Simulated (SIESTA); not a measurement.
A self-consistent single point of NaTlO (P1, 6 atoms in the cell) with SIESTA.

Method of the run: GGA PBEsol, numerical atomic orbitals DZP, PseudoDojo PBEsol standard norm-conserving potentials (rewritten from UPF to PSML) run with SIESTA 5.4.2.

The change in words: atoms moved at random. Reference geometry:
```
NaTlO
1.0
    3.48439     0.00000     0.00000
   -1.74219     3.01757     0.00000
    0.00000     0.00000    11.39459
Na Tl O
2 2 2
Direct
  0.66667   0.33333   0.89389
  0.33333   0.66667   0.39389
  0.33333   0.66667   0.11572
  0.66667   0.33333   0.61572
  0.00000   0.00000   0.99040
  0.00000   0.00000   0.49040
```

Reference input (self-consistent single point, DFT, GGA PBEsol, numerical atomic orbitals DZP, PseudoDojo PBEsol standard norm-conserving potentials (rewritten from UPF to PSML)): XC.functional = GGA; XC.authors = PBEsol; potentials = PseudoDojo PBEsol standard; PAO.BasisSize = DZP; PAO.EnergyShift = 0.005 Ry; MeshCutoff = 300 Ry; kgrid.MonkhorstPack = 7 7 2; OccupationFunction = FD; ElectronicTemperature = 10 K; MaxSCFIterations = 150; SCF.Mixer.Method = Broyden; SCF.Mixer.Weight = 0.1. This run's input differs from it in these lines:

```diff
@@ -19,8 +19,8 @@
 %block AtomicCoordinatesAndAtomicSpecies
-     0.500000500    0.288674821    2.923183127  1
-    -0.000000500    0.577350509    1.288092049  1
-    -0.000000500    0.577350509    0.378425479  2
-     0.500000500    0.288674821    2.013516557  2
-     0.000000000    0.000000000    3.238788407  3
-     0.000000000    0.000000000    1.603697329  3
+     0.502454000    0.277607884    2.903424686  1
+     0.007719500    0.588161969    1.291437445  1
+     0.018828000    0.570707228    0.369193755  2
+     0.494591000    0.290610388    2.029010680  2
+    -0.020913000   -0.008629076    3.248114966  3
+    -0.002679500    0.013592268    1.604524685  3
 %endblock AtomicCoordinatesAndAtomicSpecies
```

The program printed (abridged):

```
        iscf     Eharris(eV)        E_KS(eV)     FreeEng(eV)     dDmax    Ef(eV) dHmax(eV)
   scf:    1    -6643.428797    -6671.123384    -6671.123384  0.693038 -5.957518 16.586713
   scf:    2    -6683.496073    -6677.876901    -6677.876901  0.101168 -5.627360 10.217341
   scf:    3    -6681.578966    -6682.431385    -6682.431385  0.131879 -5.590129  2.858772
   scf:    4    -6682.355883    -6682.618237    -6682.618237  0.049621 -5.578173  1.308895
   scf:    5    -6682.664202    -6682.645887    -6682.645887  0.040985 -5.758797  1.769047
   [... 10 lines left out ...]
   scf:   16    -6682.781845    -6682.781845    -6682.781845  0.000016 -5.733869  0.000397
   scf:   17    -6682.781845    -6682.781845    -6682.781845  0.000013 -5.733828  0.000336
   scf:   18    -6682.781845    -6682.781845    -6682.781845  0.000011 -5.733795  0.000283
   scf:   19    -6682.781845    -6682.781845    -6682.781845  0.000009 -5.733768  0.000238
SCF Convergence by DM+H criterion
max |DM_out - DM_in|         :     0.0000088203
max |H_out - H_in|      (eV) :     0.0002383383
SCF cycle converged after 19 iterations

Using DM_out to compute the final energy and forces

siesta: E_KS(eV) =            -6682.7818

siesta: E_KS - E_eggbox =     -6682.7818

siesta: Atomic forces (eV/Ang):
     1   -0.125923    0.025635    0.430327
     2   -0.109920    0.017150   -0.052196
     3   -0.328022   -0.075179    0.480726
     4    0.022151    0.060429   -0.608452
     5    0.456046    0.038383   -0.704679
     6    0.071970   -0.068995    0.449486
   Tot   -0.013697   -0.002577   -0.004787
   Max    0.704679
   Res    0.320893    sqrt( Sum f_i^2 / 3N )
   Max    0.704679    constrained

   [... lines left out ...]
siesta: FreeEng =     -6682.781845
   [... lines left out ...]
siesta:     0.002873   -0.000364    0.001426
siesta:    -0.000364    0.003121    0.000649
siesta:     0.001426    0.000649    0.002953

siesta: Cell volume =        119.807171 Ang**3

siesta: Pressure (static):
siesta:                Solid            Molecule  Units
siesta:          -0.00003248          0.00012685  Ry/Bohr**3
siesta:          -0.00298245          0.01164691  eV/Ang**3
siesta:          -4.77841133         18.66040135  kBar
```

The run converged in 19 iterations. Against the reference run the free energy goes up by 13.4 meV/atom, the pressure moves little (-0.40 to -0.48 GPa), the largest force goes from 0.037 to 0.840 eV/Å and the gap on the mesh goes from 0.906 to 0.607 eV.

The starting cell comes from a database of computed structures (which also holds hypothetical and non-ambient phases and stackings), without a prior relaxation at this level. For this run, on top of that: atoms moved at random. Spin-orbit coupling is off. Values carry the incompleteness of an atom-centred basis.

Cost on one core of a shared machine: roughly 40 s.
